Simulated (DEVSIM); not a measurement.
Device: Co/SiO2/n-Ge capacitor, at 300 K.

```tsv
layer (left to right)	material	thickness (nm)	Nd (cm⁻³)
1	SiO2	1.30	-
2	Ge	10000	3.3e15
```

Metal gate on the left, work function 5 eV. Fixed charge at the semiconductor interface -4.8e11 cm⁻² (in units of +e); no interface traps.

Constants are typed, rounded textbook-type inputs, not results; the design itself was drawn at random and stands for no fabricated device. Values at 300 K.

```csv
parameter,SiO2,Ge
gap (eV),9,0.664
affinity (eV),0.9,4
permittivity,3.9,16
Nc (cm⁻³),-,1.04e19
Nv (cm⁻³),-,6e18
```

DEVSIM, 1D Poisson equation in equilibrium, Boltzmann statistics, complete ionisation; no quantum confinement or tunnelling. Metal contacts follow the ideal Schottky-Mott rule: no Fermi-level pinning, no interface dipoles.

Base results: minimum of the low-frequency capacitance (μF/cm²) 0.0501; threshold voltage (band bending 2φF) (V) 0.55; flat-band voltage (V) 0.82.

What follows from this one change: substrate doping 3.3e+15 → 3.3e+14 cm^-3?

minimum of the low-frequency capacitance 0.0501 → 0.0253 μF/cm²; threshold voltage (band bending 2φF) 0.55 → 0.62 V; flat-band voltage 0.82 → 0.76 V.

What follows from this one change: gate work function 5 → 4.85 eV?

minimum of the low-frequency capacitance little changed (0.0501 μF/cm²); threshold voltage (band bending 2φF) 0.55 → 0.40 V; flat-band voltage 0.82 → 0.67 V.

What follows from this one change: fixed charge -4.8e+11 → 1.17e+12 cm^-2?

minimum of the low-frequency capacitance little changed (0.0502 μF/cm²); threshold voltage (band bending 2φF) 0.55 → 0.45 V; flat-band voltage 0.82 → 0.72 V.
